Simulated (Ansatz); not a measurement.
Consider SrLi4P2 (space group R-3m, No. 166; a = 4.251 Å, c = 23.246 Å (hexagonal axes); a cell from a computed database, its experimental status unchecked). Axes: x lies along a and z along c of the hexagonal cell.

Computed with PBEsol (Ansatz, a program for electronic structure, PAW, no SOC).

One thing is altered: the cell is compressed by 4.88 % along x with no lateral relaxation; the atoms relax in the strained cell.

Predict the stress tensor and what it implies for the stiffness.

Stress of the strained cell less that of the base (GPa, compression positive):
```
   6.11    0.00    0.00
   0.00    1.16    0.25
   0.00    0.25    0.74
```

Then −Δσ_ii/ε with ε = -0.0488 gives secant stiffness values (nonlinear terms included at this strain): C11 ≈ 125 GPa, C12 ≈ 24 GPa and C13 ≈ 15 GPa.

As a check, the harmonic strain energy −½ V₀ Δσ:ε is 16 meV/atom; the computed energy rise is 15 meV/atom.

Stability against distortions was not tested.
